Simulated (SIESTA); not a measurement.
Worked example: self-consistent single point of VP2 (C2/m, 6 atoms in the cell) in SIESTA.

Method: LDA PW92, numerical atomic orbitals DZ, PseudoDojo LDA standard norm-conserving potentials (rewritten from UPF to PSML) in SIESTA 5.4.2.

```
VP2
1.0
    4.20533    -1.55745     0.00000
    4.20533     1.55745     0.00000
   -3.49596     0.00000     6.24315
V P
2 4
Cartesian
 -1.12487   0.00000   4.36003
  6.03958   0.00000   1.88312
  3.82385   0.00000   6.05404
  1.09086   0.00000   0.18910
  3.64173   0.00000   2.51630
  1.27298   0.00000   3.72685
```

Reference input (self-consistent single point, DFT, LDA PW92, numerical atomic orbitals DZP, PseudoDojo LDA standard norm-conserving potentials (rewritten from UPF to PSML)): XC.functional = LDA; XC.authors = PW92; potentials = PseudoDojo LDA standard; PAO.BasisSize = DZP; PAO.EnergyShift = 0.01 Ry; MeshCutoff = 350 Ry; kgrid.MonkhorstPack = 9 9 4; OccupationFunction = MP; OccupationMPOrder = 0; ElectronicTemperature = 0.1 eV; MaxSCFIterations = 150; SCF.Mixer.Method = Pulay. This run's input differs from it in these lines:

```diff
@@ -28,3 +28,3 @@
 XC.authors                   PW92
-PAO.BasisSize                DZP
+PAO.BasisSize                DZ
 PAO.EnergyShift              0.01 Ry
```

Output (repeated stretches shortened):

```
        iscf     Eharris(eV)        E_KS(eV)     FreeEng(eV)     dDmax    Ef(eV) dHmax(eV)
   scf:    1    -4728.161172    -4764.090797    -4764.093386  2.177014 -4.014607 10.309386
   scf:    2    -4755.013549    -4766.615430    -4766.619569  0.578881 -5.157262  6.024746
   scf:    3    -4769.403340    -4769.705767    -4769.709319  0.309538 -4.679541  1.446391
   scf:    4    -4769.877899    -4769.805290    -4769.808776  0.064218 -4.764112  0.630429
   scf:    5    -4769.868482    -4769.844631    -4769.848074  0.093267 -4.859222  0.062306
   [... 2 lines left out ...]
   scf:    8    -4769.845936    -4769.845627    -4769.849076  0.005906 -4.857064  0.004784
   scf:    9    -4769.845628    -4769.845628    -4769.849077  0.000295 -4.856523  0.001514
   scf:   10    -4769.845627    -4769.845628    -4769.849077  0.000070 -4.856522  0.001712
   scf:   11    -4769.845628    -4769.845628    -4769.849078  0.000079 -4.856415  0.000238
SCF Convergence by DM+H criterion
max |DM_out - DM_in|         :     0.0000790952
max |H_out - H_in|      (eV) :     0.0002375645
SCF cycle converged after 11 iterations

Using DM_out to compute the final energy and forces

siesta: E_KS(eV) =            -4769.8456

siesta: E_KS - E_eggbox =     -4769.8456

siesta: Atomic forces (eV/Ang):
     1   -0.080041   -0.000000   -0.191071
     2    0.080041    0.000000    0.191070
     3    0.203697    0.000000   -0.512871
     4   -0.203693   -0.000000    0.512864
     5    0.107210   -0.000000   -1.024506
     6   -0.107214    0.000000    1.024513
   Tot    0.000000    0.000000   -0.000000
   Max    1.024513
   Res    0.395608    sqrt( Sum f_i^2 / 3N )
   Max    1.024513    constrained

   [... lines left out ...]
siesta: FreeEng =     -4769.849078
   [... lines left out ...]
siesta:    -0.062406   -0.000000    0.000563
siesta:    -0.000000    0.023067    0.000000
siesta:     0.000564    0.000000    0.052900

siesta: Cell volume =         81.780219 Ang**3

siesta: Pressure (static):
siesta:                Solid            Molecule  Units
siesta:          -0.00004923         -0.00001119  Ry/Bohr**3
siesta:          -0.00452046         -0.00102785  eV/Ang**3
siesta:          -7.24257951         -1.64679767  kBar
```

The run converged in 11 iterations. Against the reference run the pressure goes from -6.55 to -0.72 GPa and the largest force goes from 0.186 to 1.030 eV/Å.

The starting cell comes from a database of computed structures (which also holds hypothetical and non-ambient phases and stackings), without a prior relaxation at this level. Spin polarisation is off, so a magnetic state, if there is one, cannot be reached. Values carry the incompleteness of an atom-centred basis. Forces in this geometry exceed 1 eV/Å.

Cost on one core of a shared machine: roughly 30 s.
